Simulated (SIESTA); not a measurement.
## Worked example: self-consistent single point of MgS (F-43m, 2 atoms in the cell) in SIESTA

Method: GGA PBEsol, numerical atomic orbitals TZP, PseudoDojo PBEsol standard norm-conserving potentials (rewritten from UPF to PSML) (SIESTA 5.4.2).

The input file:

```
# files in the folder: Mg.psml S.psml (PseudoDojo PBEsol standard)
SystemName  MgS
SystemLabel siesta

NumberOfAtoms                2
NumberOfSpecies              2
%block ChemicalSpeciesLabel
  1 12 Mg
  2 16 S
%endblock ChemicalSpeciesLabel
LatticeConstant              1.0 Ang
%block LatticeVectors
     0.000000000    2.833120000    2.833120000
     2.833120000    0.000000000    2.833120000
     2.833120000    2.833120000    0.000000000
%endblock LatticeVectors
AtomicCoordinatesFormat      Bohr
%block AtomicCoordinatesAndAtomicSpecies
     0.000000000    0.000000000    0.000000000  1
     8.030731317    8.030731317    8.030731317  2
%endblock AtomicCoordinatesAndAtomicSpecies

XC.functional                GGA
XC.authors                   PBEsol
PAO.BasisSize                TZP
PAO.EnergyShift              0.005 Ry
MeshCutoff                   400 Ry
%block kgrid.MonkhorstPack
   10   0   0  0.0
    0  10   0  0.0
    0   0  10  0.0
%endblock kgrid.MonkhorstPack
OccupationFunction           FD
ElectronicTemperature        10 K

MaxSCFIterations             150
SCF.Mixer.Method             Pulay
SCF.Mixer.Weight             0.1
SCF.Mixer.History            8
SCF.DM.Tolerance             1.0E-05
Diag.ParallelOverK           true
WriteForces                  true
```

Output (repeated stretches shortened):

```
reinit: Reading from file input.fdf

reinit: System Name: MgS
reinit: System Label: siesta

coor:   Atomic-coordinates input format  =     Cartesian coordinates
coor:                                            (in Bohr units)

siesta: Atomic coordinates (Bohr) and species
siesta:      0.00000   0.00000   0.00000  1        1
siesta:      8.03073   8.03073   8.03073  2        2

siesta: System type = bulk

initatomlists: Number of atoms, orbitals, and projectors:      2    27    26

siesta: ******************** Simulation parameters ****************************
redata: Spin configuration                          = none
redata: Time-Reversal Symmetry                      = T
redata: Number of Atomic Species                    =        2
redata: Mesh Cutoff                                 =   400.0000 Ry
redata: Net charge of the system                    =     0.0000 |e|
redata: Min. number of SCF Iter                     =        0
redata: Max. number of SCF Iter                     =      150
redata: SCF convergence failure will abort job
redata: SCF mix quantity                            = Hamiltonian
redata: Mix DM or H after convergence               =   F
redata: Recompute H after scf cycle                 =   F
redata: Mix DM in first SCF step                    =   T
redata: No kicks to SCF
redata: DM Mixing Weight for Kicks                  =     0.5000
redata: Require Harris convergence for SCF          =   F
redata: Harris energy tolerance for SCF             =     0.000100 eV
redata: Require DM convergence for SCF              =   T
redata: DM tolerance for SCF                        =     0.000010
redata: Require EDM convergence for SCF             =   F
redata: EDM tolerance for SCF                       =     0.001000 eV
redata: Require H convergence for SCF               =   T
redata: Hamiltonian tolerance for SCF               =     0.001000 eV
redata: Require (free) Energy convergence for SCF   =   F
redata: (free) Energy tolerance for SCF             =     0.000100 eV
redata: Using DFT-D3 dispersion                     =   F
redata: Using Saved Data (generic)                  =   F
redata: Method of Calculation                       = Diagonalization
redata: Electronic Temperature                      =    10.0000 K
redata: Number of TDED substeps                     =        3
redata: Dynamics option                             = Single-point calculation
redata: Save all siesta data in one NC              =   F
redata: ***********************************************************************

%block SCF.Mixers
  Pulay
%endblock SCF.Mixers

%block SCF.Mixer.Pulay
  # Mixing method
  method pulay
  variant stable

  # Mixing options
  weight 0.1000
  weight.linear 0.1000
  history 8
%endblock SCF.Mixer.Pulay

DM_history_depth set to one: no extrapolation allowed by default for geometry relaxation
Size of DM history Fstack: 1
Total number of electrons:    16.000000
Total ionic charge:    16.000000

* ProcessorY, Blocksize:    1  28

* Orbital distribution balance (max,min):    27    27

k-point displ. along   1 input, could be:     0.00    0.50
k-point displ. along   2 input, could be:     0.00    0.50
k-point displ. along   3 input, could be:     0.00    0.50
 Kpoints in:          600 . Kpoints trimmed:          560

siesta: k-grid: Number of k-points = 560
siesta: k-points from Monkhorst-Pack grid
siesta: k-cutoff (effective) =    20.033 Ang
siesta: k-point supercell and displacements
siesta: k-grid:    10     0     0      0.000
siesta: k-grid:     0    10     0      0.000
siesta: k-grid:     0     0    10      0.000

diag: Algorithm                                     = D&C
diag: Parallel over k                               =   F
diag: Use parallel 2D distribution                  =   F
diag: Parallel block-size                           = 28
diag: Parallel distribution                         =     1 x     1
diag: Used triangular part                          = Lower
diag: Absolute tolerance                            =  0.100E-15
diag: Orthogonalization factor                      =  0.100E-05
diag: Memory factor                                 =  1.0000

superc: Internal auxiliary supercell:     7 x     7 x     7  =     343
superc: Number of atoms, orbitals, and projectors:    686   9261   8918

                        Single-point calculation

superc: Internal auxiliary supercell:     7 x     7 x     7  =     343
superc: Number of atoms, orbitals, and projectors:    686   9261   8918

outcell: Unit cell vectors (Ang):
        0.000000    2.833120    2.833120
        2.833120    0.000000    2.833120
        2.833120    2.833120    0.000000

outcell: Cell vector modules (Ang)   :    4.006637    4.006637    4.006637
outcell: Cell angles (23,13,12) (deg):     60.0000     60.0000     60.0000
outcell: Cell volume (Ang**3)        :     45.4805
new_DM -- step:     1
Initializing Density Matrix...

Attempting to read DM from file... Failed...
DM filled with atomic data:

InitMesh: MESH = 40 x 40 x 40 = 64000
InitMesh: Mesh cutoff (required, used) =   400.000   413.193 Ry

stepf: Fermi-Dirac step function

        iscf     Eharris(eV)        E_KS(eV)     FreeEng(eV)     dDmax    Ef(eV) dHmax(eV)
   scf:    1    -1912.763932    -1914.963727    -1914.963727  1.404845 -6.591564  4.402521
   scf:    2    -1915.260459    -1915.116293    -1915.116293  0.034047 -6.810341  3.788606
   scf:    3    -1915.518473    -1915.392128    -1915.392128  0.150751 -5.020123  1.102806
   scf:    4    -1915.389119    -1915.392832    -1915.392832  0.027063 -5.563935  0.293426
   scf:    5    -1915.397974    -1915.396479    -1915.396479  0.018611 -2.837414  0.015895
   scf:    6    -1915.396506    -1915.396496    -1915.396496  0.002007 -2.836586  0.000763
   scf:    7    -1915.396496    -1915.396496    -1915.396496  0.000043 -2.837079  0.000396
   scf:    8    -1915.396496    -1915.396496    -1915.396496  0.000084 -2.837080  0.000046
mix: Pulay -- inversion failed, > SVD [rank/size] 4 / 7
   scf:    9    -1915.396496    -1915.396496    -1915.396496  0.000001 -2.837071  0.000039

SCF Convergence by DM+H criterion
max |DM_out - DM_in|         :     0.0000012017
max |H_out - H_in|      (eV) :     0.0000390756
SCF cycle converged after 9 iterations

Using DM_out to compute the final energy and forces

siesta: E_KS(eV) =            -1915.3965

siesta: E_KS - E_eggbox =     -1915.3965

siesta: Atomic forces (eV/Ang):
     1    0.000137    0.000137    0.000137
     2   -0.000136   -0.000136   -0.000136
   Tot    0.000001    0.000001    0.000001
   Max    0.000137
   Res    0.000136    sqrt( Sum f_i^2 / 3N )
   Max    0.000137    constrained

Stress tensor Voigt[x,y,z,yz,xz,xy] (kbar):      -10.85      -10.85      -10.85       -0.36       -0.36       -0.36
(Free)E + p*V (eV/cell)    -1915.0886
Target enthalpy (eV/cell)    -1915.3965

siesta: Program's energy decomposition (eV):
siesta: Ebs     =      -526.687697
siesta: Eions   =      2519.270152
siesta: Ena     =       318.812339
siesta: Ekin    =      1022.769652
siesta: Enl     =      -447.053481
siesta: Eso     =         0.000000
siesta: Edftu   =         0.000000
siesta: DEna    =         6.851669
siesta: DUscf   =         0.588062
siesta: DUext   =         0.000000
siesta: Ex      =      -276.900050
siesta: Ec      =       -21.194536
siesta: Exc     =      -298.094586
siesta: Eharris =     -1915.396496
siesta: Etot    =     -1915.396496
siesta: FreeEng =     -1915.396496

siesta: Stress tensor (static) (eV/Ang**3):
siesta:    -0.006769   -0.000226   -0.000226
siesta:    -0.000226   -0.006769   -0.000226
siesta:    -0.000226   -0.000226   -0.006769

siesta: Cell volume =         45.480466 Ang**3

siesta: Pressure (static):
siesta:                Solid            Molecule  Units
siesta:           0.00007372          0.00007386  Ry/Bohr**3
siesta:           0.00676910          0.00678184  eV/Ang**3
siesta:          10.84529271         10.86570307  kBar
```

The run converged in 9 iterations.

The starting cell comes from a database of computed structures (which also holds hypothetical and non-ambient phases and stackings), without a prior relaxation at this level. Values carry the incompleteness of an atom-centred basis.
